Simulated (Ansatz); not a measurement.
```yaml
crystal:
  lattice:
    - [0.00000, 1.91356, 1.91356]
    - [1.91356, 0.00000, 1.91356]
    - [1.91356, 1.91356, 0.00000]
  atoms:
    - { symbol: Pd, position: [0.00000, 0.00000, 0.00000] }
```

No spin polarisation.

Calculations: PBE in Ansatz (plane waves to 420 eV, PAW, no spin-orbit coupling). Settings: 29×29×29 k-points, 0.1 eV Fermi–Dirac smearing.

Task: Predict the pressure.

Result: 19.5 GPa.

Task: What band gap does the calculation give?

Result: Zero.

The cells carry an imposed strain or load. Whether these cells are dynamically stable was not tested. The final runs are not spin-polarised. The cell was made from Pd in the fcc (Cu type) structure (space group Fm-3m, No. 225) by this change: isotropic strain −3.00 %.

Ansatz is an electronic-structure program.
